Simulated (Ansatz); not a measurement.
## MgS, pressure series

Base system: MgS in the rock salt structure (space group Fm-3m, No. 225; a = 5.1820 Å).

Cell and atoms are relaxed at each pressure.

Calculations: plane-wave PAW DFT at the PBEsol level (Ansatz, a program for electronic structure, 420 eV), no spin-orbit coupling.

| pressure (GPa) | volume per atom (Å³/atom) |
|---|---|
| -2 | 17.870 |
| -1 | 17.623 |
| 0 | 17.394 |
| 0.9 | ? |
| 2.1 | 16.955 |
| 4.5 | 16.513 |
| 9 | 15.818 |
| 15 | 15.069 |
| 22.5 | 14.324 |

Problem. Fit the third-order Birch–Murnaghan form P(V) = (3B₀/2)[(V₀/V)^(7/3) − (V₀/V)^(5/3)]·[1 + (3/4)(B₀′ − 4)((V₀/V)^(2/3) − 1)] (squares taken in P) to the rows shown and predict the withheld row.

Solution. Least squares on the printed values gives V₀ = 17.393 Å³/atom, B₀ = 78.2 GPa, B₀′ = 4.0; this predicts 17.199 Å³/atom, and the run gives 17.199 Å³/atom, in agreement.

Measured bulk modulus of MgS: 81 GPa (static lattice; corrected from measurement; as listed in Tamar Goldzak et al., The Journal of Chemical Physics (2022)); the computed value is 3 % below it.

Load acts through the strain it causes; cell and atoms are relaxed under it. No phonon test of stability was made. Competing high-pressure phases were not computed.
